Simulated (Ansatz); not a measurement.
We consider SiC (model structure, started from the GeS type, Pnma, No. 62, 8 atoms in the cell), described by r²SCAN (plane waves, PAW; Ansatz, a first-principles code).

Settings: plane-wave cutoff 560 eV, 10×18×12 k mesh (along the axes of the cell as run), Fermi–Dirac smearing 0.05 eV, scalar-relativistic PAW data made under PBE.

Cell (relaxed with PBEsol):

```xyz
8
Lattice="5.8115 0.0000 0.0000 0.0000 3.1253 0.0000 0.0000 0.0000 5.1902" Properties=species:S:1:pos:R:3 pbc="T T T"
Si     0.9261     0.7813     2.0970
Si     1.9796     2.3440     4.6921
Si     4.8854     2.3440     3.0932
Si     3.8319     0.7813     0.4981
C      4.7912     0.7813     2.0567
C      3.9261     2.3440    -0.5384
C      1.0203     2.3440     3.1335
C      1.8855     0.7813     5.7286
```

### Question
Give the computed band gap.

### Answer

- band gap: 2.99 eV (on the SCF k mesh)

Note: the relaxation could raise the start's symmetry but not lower it, so the cell can be a saddle point; cell and atoms aren't relaxed at this level (pressure -0.9 GPa).

Static lattice: no zero-point or thermal effects.

The result took very roughly 2.8 core-minutes.

A model structure was made by putting elements into a prototype or built by hand; it is no filed structure, need not be a known phase, and can be a saddle point held by its symmetry.
